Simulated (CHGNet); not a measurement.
## A15 Nb3Sn (cubic form, which distorts at low temperature)

Calculation: the machine-learned potential CHGNet-r²SCAN (trained on r²SCAN data).

Cell (relaxed at this level):

```
CELL_PARAMETERS angstrom
      5.32298     0.00000     0.00000
      0.00000     5.32298     0.00000
      0.00000     0.00000     5.32298
ATOMIC_POSITIONS crystal
  Nb 0.25000 0.00000 0.50000
  Nb 0.50000 0.25000 0.00000
  Nb 0.50000 0.75000 0.00000
  Nb 0.75000 0.00000 0.50000
  Nb 0.00000 0.50000 0.75000
  Nb 0.00000 0.50000 0.25000
  Sn 0.50000 0.50000 0.50000
  Sn 0.00000 0.00000 0.00000
```

| Item | Value |
|---|---|
| lattice constant a | 5.323 Å |
| equilibrium volume per atom | 18.85 Å³/atom |

Measured, for comparison: lattice constant a 5.289 Å, equilibrium volume per atom 18.49 Å³/atom (temperature not stated, no zero-point or thermal correction; as tabulated in Priinits et al. (2024), arXiv:2406.00817). Computed (rounded) less measured: lattice constant a +0.6 %, equilibrium volume per atom +1.9 %.

A machine-learned potential is trained on density-functional data: it inherits that level's misses and adds fitting errors of its own.
